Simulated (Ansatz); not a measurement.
The starting structures come from a database of crystals and need not be the phases stable at ambient conditions.

 Where the default PAW files enter, the runs use the earlier of Ansatz's two default sets.

Here is the system:

```xyz
2
Lattice="4.0066 0.0000 0.0000 0.0000 4.0066 0.0000 2.0033 2.0033 2.8331" Properties=species:S:1:pos:R:3 pbc="T T T"
Mg     0.0000     0.0000     0.0000
S      2.0033     4.0066     1.4166
```

Space group of this cell: F-43m, zinc blende. The cell is taken as given.

Method: r2SCAN (plane waves, PAW; Ansatz, an electronic-structure program).

The current runs along the normal of the first two printed vectors; no spin-orbit coupling. Scaled by the factor s: the length along the current (ions clamped). The meshes follow the cell: 12×12×12 and 8×8 across at s = 0.97, 10×10×10 and 8×8 across at s = 1.00, 10×10×10 and 8×8 across at s = 1.03.

```json
[
 {"s": "0.97", "mean pressure (GPa)": "1.8", "band gap (eV)": "?"},
 {"s": "1.00", "mean pressure (GPa)": "-0.1", "band gap (eV)": "4.13"},
 {"s": "1.03", "mean pressure (GPa)": "-1.8", "band gap (eV)": "3.95"}
]
```

Q: Take the slope of the band gap against ln s from the two given rows, extrapolate to s = 0.97, and say what the run there gives.

A: Slope = (3.95 − 4.13) / ln 1.03 = -6.09 eV. The line gives 4.13 + (-6.09) × ln 0.97 = 4.32 eV. The run gives 4.20 eV, 0.12 eV under the line, 62 % of the predicted step.
